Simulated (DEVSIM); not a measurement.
Device: Schottky contact on n-type Ge, at 300 K.

| layer (left to right) | material | thickness (μm) | Nd (cm⁻³) | τn (s) | τp (s) |
|---|---|---|---|---|---|
| 1 | Ge | 4.10 | 2.6e17 | 2.1e-5 | 2.1e-5 |

Left contact: Schottky, work function 4.4 eV, emission velocity 1.1e7 cm/s. Right contact: ohmic. Voltage is applied to the left contact. Recombination: SRH at mid-gap, radiative, Auger. Mobility is constant in doping.

The device is made up for the run: typed textbook-type constants, with dimensions and the other settings drawn at random. Values at 300 K.

```
parameter           Ge
-------------  -------
gap (eV)         0.664
affinity (eV)        4
permittivity        16
Nc (cm⁻³)      1.04e19
Nv (cm⁻³)         6e18
μn (cm²/Vs)       3900
μp (cm²/Vs)       1900
B (cm³/s)      6.4e-14
Cn (cm⁶/s)       1e-31
Cp (cm⁶/s)       1e-31
```

DEVSIM, 1D drift-diffusion, Boltzmann statistics, complete ionisation; no tunnelling, impact ionisation, image-force lowering or self-heating. Metal contacts follow the ideal Schottky-Mott rule: no Fermi-level pinning, no interface dipoles.

The metal work function was swept, all else fixed.

```json
[
 {"metal work function (eV)": "4.25", "potential step across the device at zero bias (V)": "0.155", "largest field in the device at zero bias (V/cm)": "86000"},
 {"metal work function (eV)": "4.3", "potential step across the device at zero bias (V)": "0.205", "largest field in the device at zero bias (V/cm)": "100000"},
 {"metal work function (eV)": "4.35", "potential step across the device at zero bias (V)": "0.255", "largest field in the device at zero bias (V/cm)": "110000"},
 {"metal work function (eV)": "4.4", "potential step across the device at zero bias (V)": "0.305", "largest field in the device at zero bias (V/cm)": "130000"},
 {"metal work function (eV)": "4.45", "potential step across the device at zero bias (V)": "0.355", "largest field in the device at zero bias (V/cm)": "140000"},
 {"metal work function (eV)": "4.5", "potential step across the device at zero bias (V)": "0.405", "largest field in the device at zero bias (V/cm)": "150000"},
 {"metal work function (eV)": "4.55", "potential step across the device at zero bias (V)": "0.455", "largest field in the device at zero bias (V/cm)": "160000"},
 {"metal work function (eV)": "4.6", "potential step across the device at zero bias (V)": "0.505", "largest field in the device at zero bias (V/cm)": "170000"}
]
```

From the first row to the last the potential step across the device at zero bias goes from 0.155 to 0.505. From the first row to the last the largest field in the device at zero bias goes from 86000 to 170000.
